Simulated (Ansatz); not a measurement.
NbN, pressure series

The reference is NbN in the rock salt structure (space group Fm-3m, No. 225; a = 4.421 Å).

Cell and atoms are relaxed at each pressure.

Calculations: PBE (Ansatz, a quantum-chemistry and plane-wave program), scalar-relativistic without spin-orbit coupling, earlier PAW set.

Notes on the quantities. enthalpy: H = E + PV relative to the base's energy.

```json
[
 {"case": "base", "enthalpy": "–", "lattice parameter a": "4.421 Å"},
 {"case": "pressure −2 GPa", "enthalpy": "-0.14 eV/atom", "lattice parameter a": "4.431 Å"},
 {"case": "pressure −1 GPa", "enthalpy": "-0.07 eV/atom", "lattice parameter a": "4.426 Å"},
 {"case": "pressure 1.8 GPa", "enthalpy": "+0.12 eV/atom", "lattice parameter a": "4.413 Å"},
 {"case": "pressure 4.2 GPa", "enthalpy": "+0.28 eV/atom", "lattice parameter a": "4.402 Å"},
 {"case": "pressure 9 GPa", "enthalpy": "+0.60 eV/atom", "lattice parameter a": "4.381 Å"},
 {"case": "pressure 18 GPa", "enthalpy": "+1.18 eV/atom", "lattice parameter a": "4.345 Å"},
 {"case": "pressure 30 GPa", "enthalpy": "+1.94 eV/atom", "lattice parameter a": "4.302 Å"},
 {"case": "pressure 45 GPa", "enthalpy": "+2.85 eV/atom", "lattice parameter a": "4.256 Å"},
 {"case": "pressure 60 GPa", "enthalpy": "+3.74 eV/atom", "lattice parameter a": "4.216 Å"}
]
```

Load acts through the strain it causes; cell and atoms are relaxed under it. Stability against distortions was not tested. No other phases were tried under pressure. All final runs are without spin polarisation.
